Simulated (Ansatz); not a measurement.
The starting structures come from a database of crystals and need not be the phases stable at ambient conditions.

# Evanescent states of KRb$_{2}$InF$_{6}$ (Fm-3m, not sure to be the ambient phase, 10 atoms a cell, 20.1 Å³ an atom, -2 GPa at this level) along the normal of (110)

The numbers are results of PBEsol (plane waves, PAW; Ansatz, an electronic-structure program), not measurements.

The gap is the functional's own, uncorrected, and κ follows it; spin-orbit coupling is left out. Mid-gap values are interpolated between the computed energies.

Energies count from the valence-band top; κ is the least over a 6×4 mesh across the current.

```
E (eV)  κ (1/Å)  where
------  -------  -----
0.12      0.197  off Γ
0.36      0.317  off Γ
0.60      0.388  off Γ
0.84      0.439  off Γ
1.08      0.474      Γ
1.32        [?]      Γ
1.56        [?]      Γ
1.80        [?]      Γ
2.04        [?]      Γ
2.28        [?]      Γ
2.52        [?]      Γ
2.76        [?]      Γ
3.00        [?]      Γ
3.24        [?]      Γ
3.48        [?]      Γ
3.72        [?]      Γ
3.96        [?]      Γ
4.20      0.351      Γ
4.44      0.314      Γ
4.68      0.267      Γ
4.92      0.202      Γ
5.16      0.087      Γ
```

Task: Fill in the missing entries.

Result: 
- 1.32, κ (1/Å): 0.484
- 1.56, κ (1/Å): 0.490
- 1.80, κ (1/Å): 0.492
- 2.04, κ (1/Å): 0.492
- 2.28, κ (1/Å): 0.488
- 2.52, κ (1/Å): 0.482
- 2.76, κ (1/Å): 0.473
- 3.00, κ (1/Å): 0.461
- 3.24, κ (1/Å): 0.447
- 3.48, κ (1/Å): 0.429
- 3.72, κ (1/Å): 0.408
- 3.96, κ (1/Å): 0.382
